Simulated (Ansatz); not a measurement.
Abridged Ansatz (an electronic-structure program) output:

```
Relaxation: its limit of steps is 50 (relax.max_steps)
Pseudopotential: C, paw, valence charge 4
Crystal: 2 atoms, lattice volume = 11.157 Å³
Basis set: ecut = 420 eV, 211 PW (Γ), exchange–correlation on 36×36×36 points (8 copies of the dense FFT grid, shifted against one another)
Bands: 8, of which v1, the nominal top of the filled ones, is band 4 counted from 1 (3 counted from 0)
Symmetry: 2 space group operations
k-points: 2052 of 4096
Functional: x = pbesol(κ = 0.804, μ = 0.12345679012345678), c = pbesol(β = 0.046)
SCF iter   1: F=—  HF=-493.905367 eV  |F-HF|=—  |Δ(HF+E_count)|=         —  Δρ=1.40e-1  dr2=1.52e0  ethr=3.10e-3  ⟨swp⟩=4.5  Hψ=104907  notcnv=0
SCF iter   2: F=—  HF=-493.397848 eV  |F-HF|=—  |Δ(HF+E_count)|=   5.08e-1  Δρ=5.95e-2  dr2=2.61e-1  ethr=3.10e-3  ⟨swp⟩=3.0  Hψ=47724  notcnv=0
SCF 1 converged in 7 iterations: F = -493.314096 eV  dr2 = 7.61e-13
relax step   1: F+E_penalty+E_count = -493.31409638 eV  Δ(F+E_penalty+E_count) = +0.000e0 eV  max|allowed force component| = 7.510e-2 eV/Å  Δτ_max = 0.0000 Å  (7 SCF iters, accepted)
Crystal: 2 atoms, lattice volume = 11.157 Å³
SCF iter   1: F=—  HF=-493.314153 eV  |F-HF|=—  |Δ(HF+E_count)|=         —  Δρ=1.79e-4  dr2=1.78e-6  ethr=2.17e-8  ⟨swp⟩=1.0  Hψ=82179  notcnv=0
SCF iter   2: F=—  HF=-493.314153 eV  |F-HF|=—  |Δ(HF+E_count)|=   4.16e-7  Δρ=7.29e-5  dr2=2.50e-7  ethr=2.17e-8  ⟨swp⟩=1.7  Hψ=20278  notcnv=0
SCF 2 converged in 8 iterations: F = -493.314152 eV  dr2 = 8.67e-19
relax step   2: F+E_penalty+E_count = -493.31415249 eV  Δ(F+E_penalty+E_count) = -5.611e-5 eV  max|allowed force component| = 3.654e-2 eV/Å  Δτ_max = 0.0005 Å  (8 SCF iters, accepted)
Crystal: 2 atoms, lattice volume = 11.157 Å³
SCF iter   1: F=—  HF=-493.314170 eV  |F-HF|=—  |Δ(HF+E_count)|=         —  Δρ=1.70e-4  dr2=1.61e-6  ethr=2.01e-7  ⟨swp⟩=2.6  Hψ=57373  notcnv=0
SCF iter   2: F=—  HF=-493.314170 eV  |F-HF|=—  |Δ(HF+E_count)|=   3.64e-7  Δρ=6.92e-5  dr2=2.24e-7  ethr=2.01e-8  ⟨swp⟩=1.0  Hψ=32832  notcnv=0
SCF 3 converged in 8 iterations: F = -493.314170 eV  dr2 = 2.46e-19
relax step   3: F+E_penalty+E_count = -493.31416992 eV  Δ(F+E_penalty+E_count) = -1.743e-5 eV  max|allowed force component| = 2.953e-5 eV/Å  Δτ_max = 0.0005 Å  (8 SCF iters, accepted)
SCF converged after 8 iterations
Free energy (F): -493.314170 eV
Internal energy: -493.314170 eV  (E = F + TS)
E sigma→0 (E₀):  -493.314170 eV
Fermi energy:    15.533081 eV
--- Forces (eV/Å), atoms counted from 1 ---
  atom   1  C     -0.00002953    -0.00000398    -0.00000963
  atom   2  C      0.00002953     0.00000398     0.00000963
--- Stress (GPa, compression-positive) ---
      -12.325202       0.568625      -9.677212
        0.568625      17.707398       1.074640
       -9.677212       1.074640       2.538228
  P = ⅓ Tr σ = 2.6401 GPa (26.401 kbar)
--- Relaxed structure (3 steps of the walk, 3 accepted, 0 SCFs on fresh bases) ---
  atoms:
    - { symbol: C, position: [0.5002924607800611, 0.4996931978876878, 0.5002654333874605] }
    - { symbol: C, position: [0.7497075392199394, 0.7503068021123125, 0.7497345666125397] }
```

Q: What was computed, and what are the main results?

A: C, 2 atoms in the cell, with plane-wave PAW DFT at the PBEsol level (Ansatz, 420 eV), no spin-orbit coupling, earlier PAW set. The last SCF converged to F = -493.314170 eV, or -246.6571 eV per atom, at a pressure of 2.64 GPa. The total energy compares only with runs of the same code, potentials and settings.

The cells carry an imposed strain or load. Whether these cells are dynamically stable was not tested. The cell was made from C in the diamond structure (space group Fd-3m, No. 227) by this change: strain tensor (xx, yy, zz, yz, xz, xy) = (+1.41, −1.82, −0.11, −0.09, +0.87, −0.05) %.

Keys are those of Ansatz 0.2.
